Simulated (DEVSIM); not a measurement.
Model (solved in DEVSIM): 1D drift-diffusion, Boltzmann statistics, complete ionisation; no tunnelling, impact ionisation, image-force lowering or self-heating. Metal contacts follow the ideal Schottky-Mott rule: no Fermi-level pinning, no interface dipoles.

Device: Schottky contact on n-type GaN, at 300 K.

```csv
layer (left to right),material,thickness (μm),Nd (cm⁻³),τn (s),τp (s)
1,GaN,4.20,2.9e17,4.9e-9,4.9e-9
2,GaN,7.50,6.7e17,4.9e-9,4.9e-9
```

Left contact: Schottky, work function 5.08 eV, emission velocity 1.7e6 cm/s. Right contact: ohmic. Voltage is applied to the left contact. Recombination: SRH at mid-gap, Auger. Mobility is constant in doping. Where it depends on doping, it is μmin + (μ − μmin)/(1 + (N/Nref)^α).

This is a model device: material constants are rounded textbook-type values typed into the input, and sizes, dopings and lifetimes were drawn at random. Values at 300 K; Nc and Nv go as T^1.5, mobilities as T to minus their exponent, the gap by Varshni's rule with the affinity fixed. The table also holds parameters that only a changed run uses.

| parameter | GaN |
|---|---|
| gap (eV) | 3.43 |
| affinity (eV) | 4.1 |
| permittivity | 9.5 |
| Nc (cm⁻³) | 2.3e18 |
| Nv (cm⁻³) | 4.6e19 |
| μn (cm²/Vs) | 1200 |
| μp (cm²/Vs) | 100 |
| μn,min | 55 |
| μp,min | 3 |
| Nref,n | 2e17 |
| Nref,p | 3e17 |
| αn | 1 |
| αp | 2 |
| T exponent of μn | 1.5 |
| T exponent of μp | 2 |
| Cn (cm⁶/s) | 1e-30 |
| Cp (cm⁶/s) | 1e-30 |
| Varshni α (eV/K) | 0.00091 |
| Varshni β (K) | 830 |

One input was changed, with this effect: potential step across the device at zero bias 0.948 → 0.959 V; dark forward voltage at 100 A/cm² 0.756 → 0.799 V; dark forward voltage at 1 A/cm² 0.635 → 0.699 V.

Task: Which change was it?
A. Auger recombination switched off
B. thickness of layer 2 7.5 → 13 μm
C. temperature 300 → 250 K
D. doping-dependent mobility in place of the constant one
E. minority lifetime in layer 2 4.9e-09 → 1.5e-09 s
F. doping Nd of layer 1 2.9e+17 → 8.7e+16 cm^-3
G. minority lifetime in layer 1 4.9e-09 → 1.5e-07 s

Result: C, temperature 300 → 250 K
